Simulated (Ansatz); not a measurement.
The reference is CsPbBr3 (space group R3m, No. 160; a hypothetical phase, not in the database extracts checked).

```cif
data_Br9Cs3Pb3
_chemical_formula_sum 'Cs3 Pb3 Br9'
_space_group_name_H-M_alt 'R3m :H'
_space_group_IT_number 160
_space_group_name_Hall 'R 3 -2"'
_cell_length_a 8.26066
_cell_length_b 8.26066
_cell_length_c 10.33809
_cell_angle_alpha 90.000
_cell_angle_beta 90.000
_cell_angle_gamma 120.000
loop_
_atom_site_label
_atom_site_type_symbol
_atom_site_symmetry_multiplicity
_atom_site_Wyckoff_symbol
_atom_site_fract_x
_atom_site_fract_y
_atom_site_fract_z
_atom_site_occupancy
Cs1 Cs 3 a 0.00000 0.00000 0.02218 1
Pb1 Pb 3 a 0.00000 0.00000 0.48974 1
Br1 Br 9 b 0.16308 0.32617 0.31469 1
```
(The calculation used a cell of 5 atoms; values per cell refer to that cell.)

Levels (all Ansatz, a quantum-chemistry and plane-wave program, PAW): PBEsol (420 eV, spin-orbit coupling left out); r2SCAN (500 eV, spin-orbit coupling left out); HSE06 (420 eV, no spin-orbit coupling).

At the geometry relaxed with PBEsol, these levels gave the following band gaps, in shuffled order: (a) 1.52 eV, (b) 1.97 eV, (c) 2.19 eV.

Q: Match each gap to its level.

A: (a) PBEsol; (b) r2SCAN; (c) HSE06.

Single points use the geometry relaxed with PBEsol. HSE06 was sampled on its mesh, a few special points and the semilocal edge points, so its gap is an upper bound. With Pb present, leaving out spin-orbit coupling can change the band edges. Stability against distortions was not tested.
